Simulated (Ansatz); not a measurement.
Competing hops of Si-vacancy pair in monoclinic ZrO2, charge state +2

System: Si-vacancy pair (Si on one host Zr site, one O site vacant) in monoclinic ZrO2 (charge state +2). All values below come from PBE, PAW (plane waves to 420 eV; Ansatz, a quantum-chemistry and plane-wave program).

Settings: 96 host sites, the relaxed PBE lattice, the Γ point alone, smearing 0.01 eV, spin-restricted, no image-charge correction. No zero-point or tunnelling terms. The charge state is imposed; whether it is stable for some Fermi level was not computed. Forms of the defect that were not tried may lie lower.

Barriers: single points on a 2×2×2 k-point mesh shifted by half a step at the bands' geometries.

| Route | Start site over the lowest site run (eV) | Hop (Å) | Forward barrier (eV) | Backward barrier (eV) | Neighbours at the start | Neighbours at the saddle | Saddle order | Forward, on the band's own sampling (eV) |
|---|---|---|---|---|---|---|---|---|
| one O atom jumps into the vacancy from a nearby O site (Si-vacancy distance between ideal sites 2.06 → 2.08 Å) | 0.36 | 2.82 | 1.10 | 1.27 | Si at 1.76; Zr at 2.16, Zr at 2.26 Å | Si at 1.62 Å | not checked | 1.12 |
| one O atom jumps into the vacancy from a nearby O site (Si-vacancy distance between ideal sites 2.06 → 3.84 Å) | 0.36 | 2.60 | 1.29 | 0.48 | O at 2.59, O at 2.63; Zr at 2.06, Zr at 2.08, Zr at 2.22 Å | O at 2.52, O at 2.55; Zr at 2.02, Zr at 2.16 Å | not checked | 1.30 |

Paths come from climbing-image nudged elastic band runs.   A further band (one O atom jumps into the vacancy from a nearby O site (Si-vacancy distance between ideal sites 2.06 → 2.17 Å), 2.64 Å) gave 0.84 eV forward on its own sampling, 1.21 eV above the lowest site run, but it passes through another well, so it is not taken as a result. A further band (one O atom jumps into the vacancy from a nearby O site (Si-vacancy distance between ideal sites 2.06 → 4.59 Å), 2.74 Å) gave 1.31 eV forward on its own sampling, 1.68 eV above the lowest site run, but a shoulder points to a second hump between its images, so it is not taken as a result. A further band (one O atom jumps into the vacancy from a nearby O site (Si-vacancy distance between ideal sites 2.06 → 4.46 Å), 2.85 Å) gave 1.37 eV forward on its own sampling, 1.74 eV above the lowest site run, but the program raised a doubt about its electronic state, so it is not taken as a result.
